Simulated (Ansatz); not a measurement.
# Mg2Ge under a change: biaxial strain −2.50 %, plane normal [001], relaxed out of plane

Consider Mg₂Ge in the anti-fluorite structure (space group Fm-3m, No. 225; a = 6.2865 Å). Axes: x, y, z lie along the cube axes.

It is then changed as follows: compressive biaxial strain of 2.50 % in the plane normal to [001], as in epitaxy on a mismatched substrate; the out-of-plane cell vector and the atoms relax.

All numbers come from LDA in Ansatz (plane waves to 420 eV, PAW, spin-orbit coupling left out). Γ-centred 13×13×13 mesh, Fermi–Dirac width 0.05 eV.

The volume per atom shrinks by 0.807 Å³ (20.70 Å³ → 19.90 Å³) and the space group becomes I4/mmm (No. 139) (base: Fm-3m (No. 225)). The shortest interatomic distance drops by 0.035 Å (2.722 Å → 2.687 Å) and the energy rises by 11 meV/atom. The pressure (mean of the normal stresses, compression positive) goes from zero to 2.4 GPa and the band gap changes from 0.10 eV to zero. The out-of-plane strain is +1.09 % (rough) and the mean in-plane stress (compression positive) is +3.7 GPa (rough).

Without a gap, meshes like the base's 13×13×13 leave anisotropic stresses uncertain by several tenths of a GPa, and small strain energies with them. No phonon test of stability was made. All final runs are without spin polarisation. The zero or small gap of Mg2Ge can change with the level of theory.

Ansatz is a program for electronic structure.
